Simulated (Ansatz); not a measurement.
The reference is Al2Pt (space group Fm-3m, No. 225; a = 5.8967 Å; relaxed with 0.1 eV smearing). Axes: x, y, z lie along the cube axes.

All numbers come from PBEsol, PAW, 420 eV (Ansatz, an electronic-structure program; no spin-orbit coupling).

Modification: tensor shear ε_xy = +2.00 % (engineering shear γ = 0.0400); the atoms relax in the strained cell.

Q: Predict the stress tensor and what it implies for the stiffness.

A: Stress of the strained cell less that of the base (GPa, compression positive):
```
   -0.1    -1.9     0.0
   -1.9    -0.1     0.0
    0.0     0.0     0.3
```

Then −Δσ/γ with γ = 2ε = 0.0400 gives secant stiffness values (nonlinear terms included at this strain): C66 ≈ 48 GPa.

As a check, the harmonic strain energy −½ V₀ Δσ:ε is 4.1 meV/atom; the computed energy rise is 4.1 meV/atom.

Whether these cells are dynamically stable was not tested. The final runs are not spin-polarised.
